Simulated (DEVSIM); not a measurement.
Structure: Si n-i-p diode, at 300 K.

Layer 1 from the left is Si, thickness (μm) 1.20, Nd (cm⁻³) 8.6e17, τn (s) 2.3e-7, τp (s) 2.3e-7. Layer 2 from the left is Si, thickness (μm) 1.90, Na (cm⁻³) 9.7e13, τn (s) 2.3e-7, τp (s) 2.3e-7. Layer 3 from the left is Si, thickness (μm) 0.790, Na (cm⁻³) 1.2e19, τn (s) 2.3e-7, τp (s) 2.3e-7.

Left contact: ohmic. Right contact: ohmic. Voltage is applied to the left contact. Recombination: SRH at mid-gap. Mobility is μmin + (μ − μmin)/(1 + (N/Nref)^α).

Constants are typed, rounded textbook-type inputs, not results; the design itself was drawn at random and stands for no fabricated device. Values at 300 K.

Si: gap (eV) 1.124, affinity (eV) 4.05, permittivity 11.7, Nc (cm⁻³) 2.86e19, Nv (cm⁻³) 3.1e19, μn (cm²/Vs) 1417, μp (cm²/Vs) 470, μn,min 52, μp,min 45, Nref,n 9.7e16, Nref,p 2.2e17, αn 0.68, αp 0.72.

Model (solved in DEVSIM): 1D drift-diffusion, Boltzmann statistics, complete ionisation; no tunnelling, impact ionisation, image-force lowering or self-heating.

Problem. What does the simulation give for the dark forward voltage at 100 A/cm², the potential step across the device at zero bias, the dark forward voltage at 1 A/cm²?

Solution. dark forward voltage at 100 A/cm² 0.839 V; potential step across the device at zero bias 1.009 V; dark forward voltage at 1 A/cm² 0.701 V.
